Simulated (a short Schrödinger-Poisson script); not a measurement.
System: MOS inversion layer, SiO2 on p-type Si(100), at 400 K.

From the gate side: 1.6 nm SiO2; 1600 nm Si, acceptors 1.8e16 cm⁻³.

The device is made up for the run: typed textbook-type constants, with dimensions and the other settings drawn at random. SiO2: permittivity 3.9, conduction-band edge (eV) 3.15, gap (eV) 9, electron mass (mₑ) 0.5. Si: permittivity 11.7, conduction-band edge (eV) 0, gap (eV) 1.124, Nv at 300 K (cm⁻³) 3.1e19.

Channel valleys (confinement mass, in-plane density-of-states mass, number): Δ2 0.916, 0.19, 2; Δ4 0.19, 0.417, 4. At the gate the conduction-band edge of layer 1 lies 3.33 eV − eVg above the Fermi level of the channel; the field vanishes at the back. Gaps are held at their typed values at every temperature. Mesh 0.03 nm at interfaces.

Solved with a short Schrödinger-Poisson script written for these runs: 1D Poisson equation in equilibrium, electrons quantum, Hartree (BenDaniel-Duke, 12 states a valley, the channel's in-plane mass for all, wave functions free to enter the dielectric), parabolic valleys, classical holes, full ionisation, no traps, pinning or gate leakage.

```
Vg (V)  electrons (cm⁻²)  C (μF/cm²)  Δ2 E0 (meV from the Fermi level)  Δ4 E0 (meV from the Fermi level)
------  ----------------  ----------  --------------------------------  --------------------------------
-0.05            1.18e10      0.0974                             283.0                             298.7
0                4.13e10       0.198                             238.0                             254.6
0.05             1.21e11       0.402                             198.2                             216.3
0.1              2.77e11       0.646                             166.0                             186.4
0.15             5.08e11       0.857                             140.8                             164.2
0.2              7.99e11        1.02                             121.0                             147.5
0.25             1.14e12        1.15                             104.8                             134.5
0.3              1.51e12        1.24                              91.4                             124.2
0.35             1.91e12        1.32                              80.0                             115.7
0.4              2.33e12        1.39                              70.0                             108.6
0.45             2.77e12        1.44                              61.3                             102.5
0.5              3.23e12        1.48                              53.5                              97.2
0.55             3.69e12        1.52                              46.4                              92.5
0.6              4.17e12        1.55                              39.9                              88.3
0.65             4.66e12        1.58                              34.0                              84.6
0.7              5.16e12        1.60                              28.5                              81.1
0.75             5.66e12        1.62                              23.3                              78.0
0.8              6.17e12        1.64                              18.5                              75.1
0.85             6.68e12        1.66                              13.9                              72.4
0.9              7.20e12        1.67                               9.6                              69.8
0.95             7.73e12        1.69                               5.5                              67.5
```

### Question
At Vg = 0.95 V the lowest Δ2 subband lies at 5.5 meV from the Fermi level. How many electrons does it hold, and what share of all?

### Answer
The two-dimensional density of states is g m/(πħ²) = 1.59e11 cm⁻² meV⁻¹ (both spins), kT = 34.5 meV, so n = D kT ln(1 + exp(−E/kT)) = 3.38e12 cm⁻², 0.44 of the 7.73e12 cm⁻² in all.

### Question
Compare the slope of the sheet density between 0.85 and 0.95 V with the geometric capacitance of the layers between gate and channel.

### Answer
q Δn/ΔV = 1.68 μF/cm²; ε0/Σ(t/ε) = 2.16 μF/cm². The ratio is 0.78: the channel acts as a further capacitance in series.
